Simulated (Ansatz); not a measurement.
Start from TaAs (space group I4_1md, No. 109; a = 3.4415 Å, c = 11.7136 Å).

The other end (x = 1) is TaN (space group I4_1md, No. 109; a hypothetical phase, not in the database extracts checked): 10.78 Å³/atom, gap 0.79 eV; this end may not be an ambient phase.

Level of theory: DFT with r2SCAN, PAW potentials and a 500 eV plane-wave cutoff in Ansatz (a first-principles code), without spin-orbit coupling, earlier PAW set.

N replaces a fraction x of As; each row is one arrangement (x, atoms in the cell, starting space group or random), fully relaxed.

One change was made to it. Results:

The mixing energy comes out as +0.34 eV/atom (to 0.01 eV only: unlike meshes or grids) (against an end that may be hypothetical); the deviation of the volume from the linear (Vegard-type) interpolation is 0.0 %.

Question: What was done to the base?
A. x(N) = 0.667, 12 atoms, P1
B. x(N) = 0.667, 12 atoms, Fdd2
C. x(N) = 0.5, 8 atoms, Pmm2

Answer: C, x(N) = 0.5, 8 atoms, Pmm2. For comparison, the mixing energy in the other runs: x(N) = 0.667, 12 atoms, P1 gives +0.43 eV/atom; x(N) = 0.667, 12 atoms, Fdd2 gives +0.47 eV/atom.

These are small ordered cells, not random alloys; other orderings at the same x differ. Spin-orbit coupling, missing from the scalar runs, can matter with Ta. No phonon test of stability was made. The final runs are not spin-polarised. The zero or small gap of Ta2AsN, TaAs and Ta3AsN2 can change with the level of theory.
